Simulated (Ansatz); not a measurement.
Base system: BeTe in the zinc blende structure (space group F-43m, No. 216; a = 5.6046 Å). Axes: x, y, z lie along the cube axes.

Levels (all Ansatz, a program for electronic structure, PAW, earlier PAW set): PBEsol (420 eV, no spin-orbit coupling); r2SCAN (500 eV, spin-orbit coupling left out).

Its gap is 1.84 eV with PBEsol and 2.31 eV with r2SCAN.

The change: uniaxial stress, 8 GPa compression along x, with the cell and atoms free to relax against it.

With PBEsol the gap becomes 0.42 eV.

### Question
If the r2SCAN correction stayed the same, what would the r2SCAN gap be, and what does the r2SCAN run give?

### Answer
A rigid correction of +0.47 eV gives 0.89 eV. The r2SCAN run gives 0.79 eV, so the correction itself changes by -0.10 eV.

Single points use the geometry relaxed with PBEsol. With Te present, leaving out spin-orbit coupling can change the band edges. Load acts through the strain it causes; cell and atoms are relaxed under it. Beyond what the load breaks, stability against distortions was not tested.
